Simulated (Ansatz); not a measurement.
Defect migration in fcc Rh: Al-vacancy pair (Al on one host Rh site, one Rh site vacant), neutral cell. Calculation: PBE, PAW (plane waves to 420 eV; Ansatz, a program for electronic structure).

Cell of 32 host sites held at the relaxed PBE lattice; a 2×2×2 k-point mesh shifted by half a step; Fermi-Dirac width 0.10 eV, spin-restricted; finite-size errors left in. Static, classical nuclei. Forms of the defect that were not tried may lie lower.

Barriers: single points on a 4×4×4 k-point mesh shifted by half a step at the bands' geometries.

Relaxed starting cell (atoms counted from 1):

```
AlRh30
1.0
    7.66000     0.00000     0.00000
    0.00000     7.66000     0.00000
    0.00000     0.00000     7.66000
Al Rh
1 30
Direct
  0.99960   0.00494   0.00680
  0.99985   0.00173   0.50073
  0.99971   0.49890   0.00361
  0.99962   0.49616   0.49817
  0.49978   0.99996   0.00192
  0.49964   0.99988   0.50196
  0.49972   0.50014   0.00161
  0.49974   0.50050   0.50243
  0.99954   0.25071   0.75109
  0.99971   0.74931   0.25259
  0.99980   0.75105   0.75287
  0.49974   0.24989   0.25174
  0.49966   0.25008   0.75110
  0.49999   0.74914   0.25199
  0.49972   0.74973   0.75157
  0.24952   0.00160   0.25232
  0.25034   0.99999   0.75128
  0.24815   0.49826   0.25235
  0.24908   0.50008   0.75183
  0.74998   0.00143   0.25217
  0.74909   0.00003   0.75104
  0.75130   0.49843   0.25233
  0.75040   0.50018   0.75193
  0.24928   0.25009   0.00315
  0.24820   0.25046   0.50049
  0.25035   0.74932   0.00194
  0.24901   0.74997   0.50201
  0.74992   0.25028   0.00316
  0.75111   0.25040   0.50031
  0.74918   0.74922   0.00178
  0.75032   0.75002   0.50205
```

End state 1 differs by these moves (Å; atoms that move under 0.08 Å are left out):

| atom | element | Δx | Δy | Δz |
|---|---|---|---|---|
| 1 | Al | 0.00 | 1.84 | 1.84 |

Problem. Estimate the forward and backward barriers to end state 1 that PBE, PAW returns for this input.

Solution. forward 0.70 eV, backward 0.70 eV; at the saddle point atom 1 has neighbours 4 Rh at 2.43, 2 Rh at 3.01, 2 Rh at 3.02 Å. The saddle point's order was not checked, and it lies on a symmetry element of the cell, where a band can be held.

End state 2 differs by these moves (Å; atoms that move under 0.08 Å are left out):

| atom | element | Δx | Δy | Δz |
|---|---|---|---|---|
| 16 | Rh | -1.90 | 1.90 | 0.00 |

Problem. What forward and backward barriers to end state 2 does PBE, PAW give?

Solution. forward 1.56 eV, backward 1.56 eV; at the saddle point atom 16 has neighbours Al at 2.40; Rh at 2.48, Rh at 2.51, Rh at 2.62, 2 Rh at 2.85 Å. The saddle point's order was not checked, and it lies on a symmetry element of the cell, where a band can be held.
